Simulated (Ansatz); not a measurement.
Consider this model of amorphous In₁₆Zn₈O₃₂.

```yaml
crystal:
  lattice:
    - [9.24366, 0.00000, 0.00000]
    - [0.00000, 9.24366, 0.00000]
    - [0.00000, 0.00000, 9.24366]
  atoms:
    - { symbol: In, position: [0.66015, 0.13705, 0.57152] }
    - { symbol: In, position: [0.23047, 0.96441, 0.74600] }
    - { symbol: In, position: [0.24199, 0.11503, 0.08121] }
    - { symbol: In, position: [0.99084, 0.07765, 0.50235] }
    - { symbol: In, position: [0.65663, 0.30016, 0.26964] }
    - { symbol: In, position: [0.98167, 0.74866, 0.83195] }
    - { symbol: In, position: [0.65597, 0.65269, 0.08474] }
    - { symbol: In, position: [0.95580, 0.46568, 0.03433] }
    - { symbol: In, position: [0.16796, 0.34441, 0.75887] }
    - { symbol: In, position: [0.81486, 0.74540, 0.45325] }
    - { symbol: In, position: [0.88711, 0.14104, 0.87656] }
    - { symbol: In, position: [0.56362, 0.00531, 0.99071] }
    - { symbol: In, position: [0.57140, 0.31676, 0.86774] }
    - { symbol: In, position: [0.13564, 0.52755, 0.38072] }
    - { symbol: In, position: [0.84995, 0.45280, 0.66388] }
    - { symbol: In, position: [0.25844, 0.75519, 0.12680] }
    - { symbol: Zn, position: [0.31293, 0.20921, 0.42701] }
    - { symbol: Zn, position: [0.91732, 0.90815, 0.15565] }
    - { symbol: Zn, position: [0.46950, 0.66165, 0.40082] }
    - { symbol: Zn, position: [0.61871, 0.78592, 0.70352] }
    - { symbol: Zn, position: [0.36607, 0.41914, 0.16589] }
    - { symbol: Zn, position: [0.53511, 0.94195, 0.33691] }
    - { symbol: Zn, position: [0.44807, 0.44938, 0.57697] }
    - { symbol: Zn, position: [0.38998, 0.63617, 0.83575] }
    - { symbol: O, position: [0.79326, 0.37161, 0.88759] }
    - { symbol: O, position: [0.52029, 0.24985, 0.08094] }
    - { symbol: O, position: [0.49147, 0.45059, 0.35108] }
    - { symbol: O, position: [0.42806, 0.59386, 0.06043] }
    - { symbol: O, position: [0.23262, 0.26897, 0.24283] }
    - { symbol: O, position: [0.99309, 0.96292, 0.74600] }
    - { symbol: O, position: [0.81324, 0.19500, 0.40970] }
    - { symbol: O, position: [0.92722, 0.54310, 0.45922] }
    - { symbol: O, position: [0.21523, 0.05841, 0.54246] }
    - { symbol: O, position: [0.37886, 0.41986, 0.80266] }
    - { symbol: O, position: [0.65300, 0.91083, 0.53475] }
    - { symbol: O, position: [0.97028, 0.24627, 0.66643] }
    - { symbol: O, position: [0.46484, 0.66085, 0.62230] }
    - { symbol: O, position: [0.78460, 0.04491, 0.06385] }
    - { symbol: O, position: [0.95501, 0.89679, 0.36764] }
    - { symbol: O, position: [0.63378, 0.36053, 0.63580] }
    - { symbol: O, position: [0.07938, 0.24929, 0.95968] }
    - { symbol: O, position: [0.03306, 0.52364, 0.81019] }
    - { symbol: O, position: [0.41363, 0.94331, 0.15900] }
    - { symbol: O, position: [0.76994, 0.46977, 0.17237] }
    - { symbol: O, position: [0.35755, 0.09211, 0.87894] }
    - { symbol: O, position: [0.22184, 0.76528, 0.85036] }
    - { symbol: O, position: [0.23842, 0.38868, 0.53627] }
    - { symbol: O, position: [0.80907, 0.68671, 0.68284] }
    - { symbol: O, position: [0.51223, 0.14465, 0.39701] }
    - { symbol: O, position: [0.13471, 0.54470, 0.15122] }
    - { symbol: O, position: [0.66127, 0.10565, 0.79871] }
    - { symbol: O, position: [0.87829, 0.71383, 0.03251] }
    - { symbol: O, position: [0.63954, 0.75189, 0.29431] }
    - { symbol: O, position: [0.57399, 0.78979, 0.90720] }
    - { symbol: O, position: [0.27190, 0.71013, 0.35446] }
    - { symbol: O, position: [0.11453, 0.92782, 0.08195] }
```

Calculation: PBE, scalar-relativistic without spin-orbit coupling (plane waves to 420 eV, PAW; Ansatz, a first-principles code). Neutral PBE cell, which sets geometry, pressure and energy: sampling: a 2×2×2 Γ-centred mesh; Fermi-Dirac width 0.02 eV; no spin polarisation.

Preparation: random packing, a CHGNet melt and quench, and a DFT relaxation. O atoms were pushed apart under 1.9 Å during the dynamics, to hinder bonds among them. It is the lowest in DFT energy of 2 quenches. It is a model cell: composition and starting density were chosen by hand, and all elements were melted together. No dispersion term was used. Its density started from a set value of 5.82 and ended at 6.04 g/cm³. Cooling (nominally 170 K/ps over its main leg) ran many orders faster than in experiment, which tends to leave more defects and strain. One small periodic cell is one sample of the glass; other quenches scatter about these values. The volume was free in the relaxation, at fixed shape.

Task: Give the pressure, the energy against reference phases and the spacing of the highest filled and lowest empty levels.

Result: 
| Property | Value |
|---|---|
| Pressure on a 2×2×2 Γ-centred mesh | 0.10 GPa |
| Largest force and stress component on that mesh (the relaxation ran on the zone centre alone) | 0.09 eV/Å and 1.0 GPa |
| Energy relative to bixbyite In2O3 + wurtzite ZnO (lowest mix at this level among the phases computed, not always the ambient ones) | 0.191 eV/atom |
| Gap on a 2×2×2 Γ-centred mesh (PBE) | 0.35 eV |
| Gap at the zone centre (PBE) | 0.34 eV |
| Distance between the nearest levels spread over more than a fifth of the atoms or a third of the atoms of their main element (six at least) (PBE, zone centre) | 0.34 eV |

Task: At PBE and the zone centre, how localised are the states just below and above the Fermi level (participation number: the atoms over which a state spreads)?

Result: The highest filled state is spread over 14.8 atoms' worth, largest on O27, with weights by element (charge in smoothed Voronoi cells) O 0.80, Zn 0.17, In 0.03. The lowest empty state is spread over 50.8 atoms' worth, largest on O55, with weights by element (charge in smoothed Voronoi cells) O 0.53, In 0.35, Zn 0.12.

Cut-offs for bonds: In-In 3.12 Å, In-Zn 2.90 Å, In-O 2.66 Å, Zn-Zn 2.68 Å, Zn-O 2.58 Å, O-O 1.58 Å. Two cations that share two anions don't count as bonded, nor two that share one unless they lie closer than In-In 3.04 Å, In-Zn 2.82 Å, Zn-Zn 2.61 Å.
